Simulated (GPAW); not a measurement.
Convergence study of shifted k-point meshes for NbRu (P4mm, 2 atoms in the cell)

```
NbRu
1.0
    3.06874     0.00000     0.00000
    0.00000     3.06874     0.00000
    0.00000     0.00000     3.44215
Nb Ru
1 1
Cartesian
  0.00000   0.00000   0.05000
  1.53437   1.53437   1.72107
```

Method: LDA (Perdew-Wang 92), GPAW PAW datasets LDA (gpaw-data 1.0.1) (plane waves; GPAW).

Base settings: mode = pw; ecut = 600 eV; xc = LDA; kpts = 5 5 5; mesh shift (steps) = 0 0 0; occupations.name = fermi-dirac; occupations.width = 0.1 eV; nbands = -8; symmetry.symmorphic = false; symmetry.tolerance = 0.0005.

In this ladder: kpts_shift = 0.5 0.5 0.5.

Only quantities that move along the ladder and can be compared are tabulated.

The count of work is k-points × plane waves × bands × iterations; it is no time. 

The starting cell comes from a database of computed structures (which also holds hypothetical and non-ambient phases and stackings), without a prior relaxation at this level. Its lattice was rescaled by up to half a per cent. One atom was moved a little off its site on purpose. Spin polarisation is off. In the base run, with a pressure of about -16 GPa the cell is away from its equilibrium volume at this level. Without a gap this mesh is coarse (it stands for a supercell whose shortest vector is 15 Å).

Steps (kpts): 2 2 2; 3 3 2; 3 3 3; 4 4 4; 5 5 5; 6 6 6; 8 8 7; 9 9 8; 11 11 10; 19 19 17.

**Question.** What is the coarsest kpts that holds the forces within 0.01 eV/Å?

**Answer.** Not settled: the last two steps still differ by 0.019 eV/Å, over half the tolerance, so the ladder does not show it.

**Question.** What is the coarsest kpts that holds the free energy within 5 meV/atom of the last step, with all finer ones?

**Answer.** 6 6 6, at 0.029 of the last step's count of work; the step before is off by 6.7 meV/atom.

**Question.** What is the coarsest kpts that holds the pressure within 0.2 GPa of the last step, with all finer ones?

**Answer.** 6 6 6, at 0.029 of the last step's count of work; the step before is off by 0.57 GPa.

| kpts | free energy less the last step's (meV/atom) | pressure (GPa) | largest difference of a force vector from the last step's (eV/Å) | count of work / last |
|---|---|---|---|---|
| 2 2 2 | -554.37 | -19.87 | 0.237 | 0.0021 |
| 3 3 2 | 14.43 | -14.52 | 0.217 | 0.0059 |
| 3 3 3 | 216.89 | -13.17 | 0.139 | 0.011 |
| 4 4 4 | 10.49 | -15.98 | 0.075 | 0.010 |
| 5 5 5 | -6.69 | -16.46 | 0.047 | 0.032 |
| 6 6 6 | 2.95 | -15.85 | 0.044 | 0.029 |
| 8 8 7 | -1.43 | -15.81 | 0.058 | 0.080 |
| 9 9 8 | -1.55 | -15.96 | 0.027 | 0.11 |
| 11 11 10 | -1.95 | -15.86 | 0.019 | 0.18 |
| 19 19 17 | 0.00 | -15.89 | 0.000 | 1.0 |
